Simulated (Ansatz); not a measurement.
Several settings converged on HgPd (R3, 8 atoms in the cell)

```
CELL_PARAMETERS angstrom
      5.30735     0.00000     0.00000
      0.00000     5.30735     0.00000
      0.00000     0.00000     5.30735
ATOMIC_POSITIONS crystal
  Hg 0.84356 0.65644 0.34356
  Hg 0.65644 0.34356 0.84356
  Hg 0.34356 0.84356 0.65644
  Hg 0.16188 0.16188 0.16188
  Pd 0.15255 0.34745 0.65255
  Pd 0.34745 0.65255 0.15255
  Pd 0.65255 0.15255 0.34745
  Pd 0.84745 0.84745 0.84745
```

Base method: PBEsol, default PAW files made with PBE (plane waves; Ansatz, an electronic-structure program).

Base settings: basis.ecutwfc = 30.9 Ry; kpoints.mp_grid.grid = 5 5 5; hamiltonian.xc = pbesol; hamiltonian.pseudopotentials = {kind: paw} (the program's default PAW files); scf.occupations.method = gaussian; scf.occupations.width = 0.0073 Ry.

The count of work is k-points × plane waves × bands × iterations; it is no time. Core times come from one kind of shared machine, to one figure; runs under 30 s give none.

**The k-point mesh**

The second cell is the first with its lattice scaled by 0.98.

Only quantities that move along the ladder and can be compared are tabulated.

| kpoints.mp_grid.grid | free energy less the last step's (meV/atom) | energy of the compressed cell less the first (meV/atom) | pressure (GPa) | largest difference of a force vector from the last step's (eV/Å) | count of work / last | core time / last (rough) |
|---|---|---|---|---|---|---|
| 1 1 1 | 485.98 | -43.70 | -9.02 | 0.644 | 0.0051 | – |
| 2 2 2 | 25.28 | -34.32 | -7.94 | 0.217 | 0.018 | – |
| 3 3 3 | 28.79 | -27.02 | -7.10 | 0.115 | 0.023 | – |
| 5 5 5 | 2.23 | -26.91 | -7.07 | 0.030 | 0.10 | – |
| 6 6 6 | -0.25 | -27.36 | -7.10 | 0.013 | 0.18 | 0.1 |
| 9 9 9 | -0.29 | -27.02 | -7.06 | 0.003 | 0.55 | 0.5 |
| 11 11 11 | 0.00 | -27.13 | -7.07 | 0.000 | 1.0 | 1 |

Coarsest kpoints.mp_grid.grid that holds the pressure within 0.05 GPa of the last step, with all finer ones: 3 3 3, at 0.023 of the last step's count of work; the step before is off by 0.87 GPa.

Coarsest kpoints.mp_grid.grid that holds the free energy within 1 meV/atom of the last step, with all finer ones: 6 6 6, at 0.18 of the last step's count of work and about 0.1 of the last step's time; the step before is off by 2.2 meV/atom.

Coarsest kpoints.mp_grid.grid that holds the forces within 0.01 eV/Å of the last step, with all finer ones: 9 9 9; the step before is off by 0.013 eV/Å.

The energy difference between the two cells stays within 1 meV/atom of the last step's from 3 3 3 on, the total only from 6 6 6 on: much of the error is common to both cells and cancels.

**The k-point mesh at a smearing width of 0.05 eV**

In this ladder: scf.occupations.width = 0.0037 Ry.

The second cell is the first with its lattice scaled by 0.98.

Only quantities that move along the ladder and can be compared are tabulated.

| kpoints.mp_grid.grid | free energy less the last step's (meV/atom) | energy of the compressed cell less the first (meV/atom) | pressure (GPa) | largest difference of a force vector from the last step's (eV/Å) | count of work / last | core time / last (rough) |
|---|---|---|---|---|---|---|
| 2 2 2 | 28.49 | -35.38 | -7.98 | 0.211 | 0.027 | – |
| 3 3 3 | 30.37 | -27.02 | -7.10 | 0.123 | 0.035 | – |
| 4 4 4 | -0.70 | -27.34 | -7.08 | 0.049 | 0.081 | – |
| 6 6 6 | 0.14 | -27.28 | -7.10 | 0.012 | 0.23 | 0.2 |
| 8 8 8 | -0.72 | -27.04 | -7.05 | 0.003 | 0.52 | 0.5 |
| 10 10 10 | 0.00 | -27.06 | -7.07 | 0.000 | 1.0 | 1 |

Coarsest kpoints.mp_grid.grid that holds the energy of the compressed cell less the first within 1 meV/atom of the last step, with all finer ones: 3 3 3, at 0.035 of the last step's count of work; the step before is off by 8.3 meV/atom.

Coarsest kpoints.mp_grid.grid that holds the pressure within 0.5 GPa of the last step, with all finer ones: 3 3 3, at 0.035 of the last step's count of work; the step before is off by 0.91 GPa.

Coarsest kpoints.mp_grid.grid that holds the forces within 0.02 eV/Å of the last step, with all finer ones: 6 6 6, at 0.23 of the last step's count of work and about 0.2 of the last step's time; the step before is off by 0.049 eV/Å.

The energy difference between the two cells stays within 1 meV/atom of the last step's from 3 3 3 on, the total only from 4 4 4 on: much of the error is common to both cells and cancels.

**The width of Gaussian smearing**

In this ladder: kpoints.mp_grid.grid = 8 8 8.

Narrow widths need finer meshes than wide ones, so the last steps can hold mesh noise.

Only quantities that move along the ladder and can be compared are tabulated; pressure and forces are left out, as mesh noise rules them at narrow widths.

```csv
scf.occupations.width,free energy less the last step's (meV/atom),energy extrapolated to zero width less the last step's (meV/atom),core time / last (rough)
0.0735 Ry,-100.87,12.58,1
0.0367 Ry,-22.69,-0.12,1
0.022 Ry,-7.63,-0.02,1.0
0.0073 Ry,0.00,0.00,1
```

Widest scf.occupations.width that holds the free energy within 5 meV/atom: not settled: the last two steps still differ by 7.6 meV/atom, over half the tolerance, so the ladder does not show it.

Widest scf.occupations.width that holds the energy extrapolated to zero width within 2 meV/atom of the last step, with all finer ones: 0.0367 Ry; the step before is off by 13 meV/atom.

The extrapolation to zero width removes most of the smearing's effect on the energy.

On the base run: the starting cell comes from a database of computed structures (which also holds hypothetical and non-ambient phases and stackings), without a prior relaxation at this level. Its lattice was rescaled by up to half a per cent. One atom was moved a little off its site on purpose. Spin polarisation is off. In the base run, with a pressure of about -7 GPa the cell is away from its equilibrium volume at this level. Ansatz's pressure includes its estimate of the finite-basis (Pulay) stress.

Left out of this page: 1 run of the series outside the window shown, repeating another row's setting, or not comparable.

Keys are those of Ansatz 0.2.
